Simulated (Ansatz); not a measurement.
Take Si in the diamond structure (space group Fd-3m, No. 227; a = 5.4443 Å) as the base. Axes: x, y, z lie along the cube axes.

Calculations: r2SCAN/PAW in Ansatz (an electronic-structure program), no spin-orbit coupling.

Perturbation: the cell is stretched by 0.50 % along z with no lateral relaxation, atoms relaxed at fixed cell.

Task: Predict the stress tensor and what it implies for the stiffness.

Result: Stress of the strained cell less that of the base (GPa, compression positive):
```
  -0.30    0.00    0.00
   0.00   -0.30    0.00
   0.00    0.00   -0.84
```

Then −Δσ_ii/ε with ε = 0.0050 gives relaxed-ion elastic constants: C33 ≈ 167 GPa, C13 ≈ 60 GPa and C23 ≈ 60 GPa.

No phonon test of stability was made.
